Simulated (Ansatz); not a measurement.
Candidates (primitive cells; geometry: relaxed with this functional, without spin-orbit coupling):
A. RhTe$_{2}$ (P-3m1), a = 3.914 Å, b = 3.914 Å, c = 5.281 Å, α = 90.00°, β = 90.00°, γ = 120.00°
B. CoTe (P6_3/mmc), a = b = 3.851 Å, c = 5.201 Å, α = β = 90.00°, γ = 120.00°
C. ScTe (P6_3/mmc), a = b = 4.043 Å, c = 6.936 Å, α = β = 90.00°, γ = 120.00°

### Question
Put the candidates in order of resistivity at 300 K, lowest first, for PBEsol, DFPT electron-phonon coupling, linearised Boltzmann equation run with Ansatz (a program for electronic structure).

### Answer
B (18.0 μΩ·cm), A (31 μΩ·cm), C (48 μΩ·cm)

Metals; harmonic phonons alone scatter; means over directions. Halving the electron mesh moves these values by up to 9 %; q meshes are mostly untested. Some of the runs warned that the eigensolver left states short of its tolerance. Spin-orbit coupling is left out.

Formula and space group known from diffraction (Crystallography Open Database), not checked to be the room-temperature form: CoTe (P6_3/mmc), RhTe2 (P-3m1), ScTe (P6_3/mmc). Treated as nonmagnetic (a ferromagnetic start lost its moment, other orders weren't tried): CoTe (P6_3/mmc).
